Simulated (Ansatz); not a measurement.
# CaC₂ (I4/mmm, No. 139, 3 atoms in the cell; start mp-2482)

The numbers are results of r²SCAN-D4 (PAW; Ansatz, a quantum-chemistry and plane-wave program), not measurements.

Run with plane-wave cutoff 500 eV, 14×14×14 k mesh, gaussian smearing 0.02 eV, scalar-relativistic PAW data made under PBE.

Cell (relaxed at this level):

Space group I4/mmm (No. 139); a = b = 3.852 Å, c = 6.382 Å, α = β = γ = 90.00°

```csv
atom,site,symmetry,x,y,z
Ca,2a,4/mmm,0.0000,0.0000,0.0000
C,4e,4mm,0.0000,0.0000,0.4019
```
(The calculation used a cell of 3 atoms; values per cell refer to that cell.)

- band gap = 1.62 eV (on the SCF k mesh)

Note: the relaxation could not lower the start's symmetry, so the cell can be a saddle point above a distorted one.

Static lattice: no zero-point or thermal effects.

It cost around 2.3 core-minutes (rough) of CPU time.

A start named mp-… is a Materials Project structure, which need not be a measured phase.
